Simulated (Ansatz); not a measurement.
Results of r²SCAN0 (plane waves, PAW; Ansatz, an electronic-structure program) for HgCdSe2 (P-4m2, No. 115, 4 atoms in the cell; start mp-1226729).

Numerical settings: plane-wave cutoff 520 eV, 6×6×4 k mesh (along the axes of the cell as run), Fermi–Dirac smearing 0.01 eV, scalar-relativistic PAW data made under PBE.

Cell (relaxed with PBEsol):

```cif
data_CdHgSe2
_chemical_formula_sum 'Cd1 Hg1 Se2'
_space_group_name_H-M_alt 'P 1'
_space_group_IT_number 1
_cell_length_a 4.32279
_cell_length_b 4.32279
_cell_length_c 6.09623
_cell_angle_alpha 90.000
_cell_angle_beta 90.000
_cell_angle_gamma 90.000
loop_
_space_group_symop_operation_xyz
  'x, y, z'
loop_
_atom_site_label
_atom_site_type_symbol
_atom_site_fract_x
_atom_site_fract_y
_atom_site_fract_z
_atom_site_occupancy
Cd1 Cd 0.50000 0.50000 0.50000 1
Hg1 Hg 0.00000 0.00000 0.00000 1
Se1 Se 0.00000 0.50000 0.25275 1
Se2 Se 0.50000 0.00000 0.74725 1
```

Q: Estimate the band gap that the calculation returns.

A: 
* **band gap**: 1.44 eV (on the SCF k mesh)

Note: cell and atoms aren't relaxed at this level (largest force component 0.05 eV/Å, pressure 0.4 GPa).

Spin–orbit coupling is not included; with these elements it can move the gap by several tenths of an eV or more.

Computed values are for the static lattice.

Computing time: about 9 core-minutes (a rough figure).

A start named mp-… is a Materials Project structure, which need not be a measured phase.
